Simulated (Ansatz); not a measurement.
**B2CO (model structure, I-42d, No. 122, 8 atoms in the cell)**

Calculation: PBEsol (PAW; Ansatz, a program for electronic structure).

Run with plane-wave cutoff 520 eV, 12×12×12 k mesh, Fermi–Dirac smearing 0.01 eV, scalar-relativistic PAW data made under PBE.

Cell (relaxed at this level):

```
CELL_PARAMETERS angstrom
     -1.84961     1.84961     3.72745
      1.84961    -1.84961     3.72745
      1.84961     1.84961    -3.72745
ATOMIC_POSITIONS crystal
  C  0.00000 0.00000 0.00000
  C  0.75000 0.25000 0.50000
  O  0.50000 0.50000 0.00000
  O  0.25000 0.75000 0.50000
  B  0.37500 0.35611 0.48111
  B  0.87500 0.89389 0.51889
  B  0.64389 0.12500 0.01889
  B  0.10611 0.62500 0.98111
```

* **band gap**: 2.82 eV (on the SCF k mesh)
* **bulk modulus**: 294 GPa

Note: the bulk modulus is −V dP/dV from two relaxed cells at ±2 % in volume; the relaxation could raise the start's symmetry but not lower it, so the cell can be a saddle point.

Computing time: about 2.3 core-minutes (a rough figure).

A model structure was made by putting elements into a prototype or built by hand; it is no filed structure, need not be a known phase, and can be a saddle point held by its symmetry.
